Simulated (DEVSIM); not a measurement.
System: In0.52Al0.48As/In0.53Ga0.47As p-n heterojunction, at 300 K.

| layer (left to right) | material | thickness (μm) | Nd (cm⁻³) | Na (cm⁻³) | τn (s) | τp (s) |
|---|---|---|---|---|---|---|
| 1 | In0.52Al0.48As | 0.950 | - | 1.4e18 | 9.5e-10 | 9.5e-10 |
| 2 | In0.53Ga0.47As | 4.00 | 2e15 | - | 9.5e-10 | 9.5e-10 |

Left contact: ohmic. Right contact: ohmic. Voltage is applied to the left contact. Recombination: SRH at mid-gap, Auger. Mobility is constant in doping.

Constants are typed, rounded textbook-type inputs, not results; the design itself was drawn at random and stands for no fabricated device. Values at 300 K.

| parameter | In0.52Al0.48As | In0.53Ga0.47As |
|---|---|---|
| gap (eV) | 1.45 | 0.74 |
| affinity (eV) | 4 | 4.51 |
| permittivity | 12.5 | 13.9 |
| Nc (cm⁻³) | 5.1e17 | 2.1e17 |
| Nv (cm⁻³) | 1.1e19 | 7.7e18 |
| μn (cm²/Vs) | 4000 | 12000 |
| μp (cm²/Vs) | 75 | 300 |
| Cn (cm⁶/s) | 1e-30 | 5e-29 |
| Cp (cm⁶/s) | 1e-30 | 5e-29 |

DEVSIM, 1D drift-diffusion, Boltzmann statistics, complete ionisation; no tunnelling, impact ionisation, image-force lowering or self-heating. Band offsets follow the typed affinities; no thermionic-emission limit at abrupt steps, no polarisation charge.

### Question
Tabulate band edges, carrier densities and field at zero bias.

### Answer
Energies count from the Fermi level of the right contact; mesh points crowd at the junctions.

```
x (μm)    Ec (eV)  Ev (eV)  n (cm⁻³)  p (cm⁻³)  field (V/cm)
--------  -------  -------  --------  --------  ------------
0.000       1.397   -0.053     < 1e2    1.4e18           ≈ 0
0.007434    1.397   -0.053     < 1e2    1.4e18           ≈ 0
0.02626     1.397   -0.053     < 1e2    1.4e18           ≈ 0
0.07394     1.397   -0.053     < 1e2    1.4e18           ≈ 0
0.2599      1.397   -0.053     < 1e2    1.4e18           ≈ 0
0.6075      1.397   -0.053     < 1e2    1.4e18           ≈ 0
0.8177      1.397   -0.053     < 1e2    1.4e18           ≈ 0
0.9140      1.397   -0.053     < 1e2    1.4e18           -50
0.9387      1.381   -0.069     < 1e2    7.7e17        -39000
0.9485      1.275   -0.175     < 1e2    1.2e16       -200000
0.9544      0.681   -0.059    760000    7.9e17        -75000
0.9765      0.601   -0.139     1.7e7    3.6e16        -22000
1.025       0.520   -0.220     3.8e8    1.6e15        -14000
1.149       0.367   -0.373    1.4e11    4.1e12        -11000
1.666       0.126   -0.614    1.6e15     3.7e8          -560
2.783       0.120   -0.620    2.0e15     3.0e8           ≈ 0
4.030       0.120   -0.620    2.0e15     3.0e8           ≈ 0
4.592       0.120   -0.620    2.0e15     3.0e8           ≈ 0
4.852       0.120   -0.620    2.0e15     3.0e8           ≈ 0
4.915       0.120   -0.620    2.0e15     3.0e8           ≈ 0
4.939       0.120   -0.620    2.0e15     3.0e8           ≈ 0
4.950       0.120   -0.620    2.0e15     3.0e8           ≈ 0
```
